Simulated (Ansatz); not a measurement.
TaRu3 (P-6m2, No. 187, 4 atoms in the cell; start mp-1217912), treated with LDA (PAW; Ansatz, an electronic-structure program).

Excerpt of the program's output:

```
Relaxation: its limit of steps is 80 (relax.max_steps)
Crystal: 4 atoms, lattice volume = 57.672 Å³
Basis set: ecut = 520 eV, 1557 PW (Γ), exchange–correlation on 48×48×144 points (8 copies of the dense FFT grid, shifted against one another)
Bands: 37, of which v1, the nominal top of the filled ones, is band 31 counted from 1 (30 counted from 0)
Symmetry: 12 space group operations
Space group: P-6m2 (ITA 187), of the structure as read, at distance tolerance 3.9e-5 Å
k-points: 244 of 3456 (time reversal used)
Functional: x = slater, c = lda
SCF iter   1: F=—  HF=-26957.334739 eV  |F-HF|=—  |Δ(HF+E_count)|=         —  Δρ=1.64e-2  dr2=1.64e-1
SCF iter   2: F=—  HF=-26957.319482 eV  |F-HF|=—  |Δ(HF+E_count)|=   1.53e-2  Δρ=8.21e-3  dr2=5.13e-2
  ...
SCF 1 converged in 7 iterations: F = -26957.311647 eV  dr2 = 9.22e-9
Crystal: 4 atoms, lattice volume = 57.672 Å³
Initial density: handed on by an earlier stage of this run
SCF 2 converged in 6 iterations: F = -26957.311993 eV  dr2 = 3.16e-9
Crystal: 4 atoms, lattice volume = 57.672 Å³
SCF 3 converged in 6 iterations: F = -26957.312124 eV  dr2 = 3.30e-10
Crystal: 4 atoms, lattice volume = 57.672 Å³
SCF iter   8: F=-26957.312124 eV  HF=-26957.312124 eV  |F-HF|=3.64e-12  |Δ(HF+E_count)|=    0.00e0  Δρ=1.50e-9  dr2=5.88e-15
SCF iter   9: F=-26957.312124 eV  HF=-26957.312124 eV  |F-HF|=0.00e0  |Δ(HF+E_count)|=  7.28e-12  Δρ=8.86e-10  dr2=1.79e-15
SCF 4 converged in 9 iterations: F = -26957.312124 eV  dr2 = 1.79e-15
SCF converged after 9 iterations
Free energy (F): -26957.312124 eV
Internal energy: -26957.279430 eV  (E = F + TS)
E sigma→0 (E₀):  -26957.295777 eV
Fermi energy:    22.224926 eV
--- Stress (GPa, compression-positive) ---
       -5.812863      -0.000000       0.000000
        0.000000      -5.812863       0.000000
        0.000000       0.000000      -5.792168
  P = ⅓ Tr σ = -5.8060 GPa (-58.060 kbar)
```

Task: Write an input file that could have produced this run (the log leaves some choices open).

Result: One answer among several that fit: 
Ansatz 0.2 input:
```yaml
crystal:
  lattice:
    - [2.7386324965, 0.0, 0.0]
    - [-1.3693162482, 2.3717253136, 0.0]
    - [0.0, 0.0, 8.8790873323]
  atoms:
    - { symbol: Ta, position: [0.0, 0.0, 0.0] }
    - { symbol: Ru, position: [0.0, 0.0, 0.5] }
    - { symbol: Ru, position: [0.6666666667, 0.3333333333, 0.2654954652] }
    - { symbol: Ru, position: [0.6666666667, 0.3333333333, 0.7345045348] }
basis:
  ecutwfc: 520
  ecutrho_ratio: 4
  xc_grid: 2
kpoints:
  mp_grid: { grid: [24, 24, 6] }
hamiltonian:
  xc: lda
  dispersion: none
  pseudopotentials: { kind: paw }
scf:
  occupations: { method: fermi_dirac, width: 0.05 }
output:
  forces: true
  stress: true
  eigenvalues: true
relax:
  f_tol: 0.004
  escape_saddle: false
  max_steps: 80
  cell: { stress_tol: 0.02, fix: [volume] }
```

The cell is one volume of an energy–volume scan, off the minimum.

The PAW data were made under PBE.

Note: the run has no spin polarisation, so it can have missed a magnetic state. Note: the relaxation could not lower the start's symmetry, so the cell can be a saddle point above a distorted one.

A start named mp-… is a Materials Project structure, which need not be a measured phase.
